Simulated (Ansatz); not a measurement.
**A computed series for La2O3: pressure series**

The reference is La2O3 (space group P-3m1, No. 164).

```xyz
5
Lattice="3.9352 0.0000 0.0000 -1.9676 3.4080 0.0000 0.0000 0.0000 6.1257" Properties=species:S:1:pos:R:3 pbc="T T T"
La     0.0000     2.2720     1.5077
La     1.9676     1.1360     4.6180
O      0.0000     0.0000     0.0000
O      0.0000     2.2720     3.9579
O      1.9676     1.1360     2.1677
```

Cell and atoms are relaxed at each pressure.

Calculations: Ansatz (an electronic-structure program) r2SCAN, spin-orbit coupling left out, earlier PAW set.

Two rows of this table had their results exchanged by mistake.

| pressure | volume per atom (Å³) | shortest distance (Å) | band gap |
|---|---|---|---|
| pressure −2 GPa | 16.30 | 2.362 | 4.23 eV |
| pressure −1 GPa | 16.58 | 2.370 | 4.22 eV |
| pressure 0.9 GPa | 16.73 | 2.374 | 4.22 eV |
| pressure 2.1 GPa | 16.14 | 2.358 | 4.23 eV |
| pressure 4.5 GPa | 15.84 | 2.350 | 4.23 eV |
| pressure 9 GPa | 15.34 | 2.336 | 4.21 eV |
| pressure 15 GPa | 14.76 | 2.322 | 4.17 eV |
| pressure 22.5 GPa | 14.16 | 2.306 | 4.11 eV |
| pressure 30 GPa | 13.67 | 2.292 | 4.08 eV |

Task: Which two?

Result: The rows for pressure −2 GPa and pressure 0.9 GPa: the volume has to fall steadily with pressure, so 16.73 Å³ belongs to pressure −2 GPa and 16.30 Å³ to pressure 0.9 GPa.

Load acts through the strain it causes; cell and atoms are relaxed under it. Stability against distortions was not tested. Competing high-pressure phases were not computed.
